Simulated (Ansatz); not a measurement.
## Hypothetical P4/mmm W2N, response to strain

Take W₂N (space group P4/mmm, No. 123; a = 2.964 Å, c = 4.161 Å; a hypothetical phase, not in the database extracts checked; relaxed with 0.1 eV smearing) as the base. Axes: x, y, z lie along a, b, c of the conventional cell.

Strains are applied to the cell and any free atomic positions relax; under stress the whole cell relaxes.

Method: plane-wave PAW DFT at the PBE-D3(BJ) level (Ansatz, a quantum-chemistry and plane-wave program, 420 eV), spin-orbit coupling left out.

Notes on the quantities. energy relative to the base: free energy F; pressure: mean of the normal stresses, compression positive.

| variant | energy relative to the base | pressure | volume per atom |
|---|---|---|---|
| base | 0 meV/atom | 0.0 GPa | 12.18 Å³ |
| uniaxial strain ε_xx = −1.55 % | ___ | ___ | 11.99 Å³ |
| tensor shear ε_xz = +0.49 % | +0.6 meV/atom | 0.0 GPa | 12.18 Å³ |
| tensor shear ε_yz = −1.39 % | +4.9 meV/atom | 0.2 GPa | 12.18 Å³ |
| uniaxial stress, 2 GPa compression along z | +0.2 meV/atom | – | 12.16 Å³ |

### Question
Some entries are withheld; estimate them.

### Answer

- uniaxial strain ε_xx = −1.55 %, energy relative to the base: +5.3 meV/atom
- uniaxial strain ε_xx = −1.55 %, pressure: 5.8 GPa

Stability under load was not tested beyond the relaxation. The base started in P4/nmm and relaxed to P4/mmm at this level. The final runs are not spin-polarised. An odd electron count without spin: W2N. The D3 term's C6 switches between coordination references near this geometry, which can add small steps to energies.
